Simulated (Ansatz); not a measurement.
The parent structure is HfN in the rock salt structure (space group Fm-3m, No. 225; a = 4.468 Å; relaxed with 0.1 eV smearing). Axes: x, y, z lie along the cube axes.

Computed with LDA, PAW, 420 eV (Ansatz, a program for electronic structure; no spin-orbit coupling).

Before the change:

- Shortest interatomic distance = 223.4 pm

Now apply this change: biaxial strain −1.25 %, plane normal [111], relaxed out of plane (Cartesian); in-plane vectors clamped, the third vector and the atoms free.

Question: How does this affect the energy relative to the base and shortest interatomic distance?

Answer: The energy rises by 5.5 meV/atom; the shortest interatomic distance shrinks by 1.0 pm (223.4 pm → 222.4 pm).

No phonon test of stability was made. All final runs are without spin polarisation. An odd electron count without spin: HfN.
